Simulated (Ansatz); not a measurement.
Base system: CdS in the zinc blende structure (space group F-43m, No. 216; a = 5.8248 Å). Axes: x, y, z lie along the cube axes.

Method: PBEsol, PAW, 420 eV (Ansatz, an electronic-structure program; spin-orbit coupling left out), earlier PAW set.

Modification: uniaxial strain ε_yy = +2.57 %, all other strain components held at zero; the atoms relax in the strained cell.

Q: Predict the stress tensor and what it implies for the stiffness.

A: Stress of the strained cell less that of the base (GPa, compression positive):
```
  -1.30    0.00    0.00
   0.00   -1.86    0.00
   0.00    0.00   -1.30
```

Then −Δσ_ii/ε with ε = 0.0257 gives secant stiffness values (nonlinear terms included at this strain): C22 ≈ 72 GPa, C12 ≈ 51 GPa and C23 ≈ 51 GPa.

Whether these cells are dynamically stable was not tested.
